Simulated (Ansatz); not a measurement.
HgTe (P3₁21, No. 152, 6 atoms in the cell; start mp-358; a measured phase of this formula has another space group) was calculated with PBEsol (plane waves, PAW; Ansatz, an electronic-structure program).

Numerical settings: plane-wave cutoff 520 eV, 12×12×4 k mesh (along the axes of the cell as run), Fermi–Dirac smearing 0.01 eV, scalar-relativistic PAW data made under PBE.

Cell (relaxed at this level):

HgTe is modelled in the trigonal space group P3₁21 (No. 152), Pearson symbol hP6. Cell: a = b = 4.5134 Å, c = 10.1549 Å, α = β = 90.00°, γ = 120.00°. Hg on 3a has 2 Te at 2.736 Å and 2 Te at 3.095 Å and 2 Te at 3.616 Å. Te on 3b is surrounded by 2 Hg at 2.736 Å and 2 Hg at 3.095 Å and 2 Hg at 3.616 Å. (Neighbours: up to the widest gap in distance over summed covalent radii, below 1.35, at either atom; cation-cation and far metal-metal contacts left out.)

Problem. Give the computed band gap and smallest direct gap on the k points sampled.

Solution. 
- band gap: 0.34 eV
- smallest direct gap on the k points sampled: 0.56 eV

Spin–orbit coupling is not included; with these elements it can move the gap by several tenths of an eV or more.

Computed values are for the static lattice.

A start named mp-… is a Materials Project structure, which need not be a measured phase.
